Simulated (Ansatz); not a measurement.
## MgS with two functionals

Consider MgS in the rock salt structure (space group Fm-3m, No. 225; a = 5.230 Å).

(Cell as relaxed with PBE.)

Levels (all Ansatz, a first-principles code, PAW): PBE (420 eV, no spin-orbit coupling); PBEsol (420 eV, spin-orbit coupling left out).

Each level relaxes its own structure.

```json
[
 {"quantity": "volume per atom", "PBE": "17.88 Å³", "PBEsol": "[?]"},
 {"quantity": "lattice parameter a", "PBE": "5.230 Å", "PBEsol": "[?]"},
 {"quantity": "band gap", "PBE": "2.76 eV", "PBEsol": "[?]"},
 {"quantity": "gap character", "PBE": "indirect, Γ → X", "PBEsol": "[?]"},
 {"quantity": "electron mass", "PBE": "0.52 mₑ along k, 0.29 mₑ across", "PBEsol": "[?]"},
 {"quantity": "hole mass (degenerate bands, along [100])", "PBE": "0.25, 0.97, 0.97 mₑ", "PBEsol": "[?]"}
]
```

### Question
Given the PBE results, estimate those of PBEsol.

### Answer

- volume per atom, PBEsol: 17.39 Å³
- lattice parameter a, PBEsol: 5.182 Å
- band gap, PBEsol: 2.73 eV
- gap character, PBEsol: indirect, Γ → X
- electron mass, PBEsol: 0.53 mₑ along k, 0.29 mₑ across
- hole mass (degenerate bands, along [100]), PBEsol: 0.25, 0.92, 0.92 mₑ

PBE's volume per atom lies 0.49 Å³ above PBEsol's (2.8 %); PBE's lattice parameter a lies 0.048 Å above PBEsol's (0.9 %); PBE's band gap lies 0.03 eV above PBEsol's; the two agree on the gap character. Neither level is exact; PBEsol is the comparison here, not a measurement.

Effective masses come from finite differences of ±0.01 Å⁻¹. Along k means along the line from Γ to the band edge. No phonon test of stability was made.
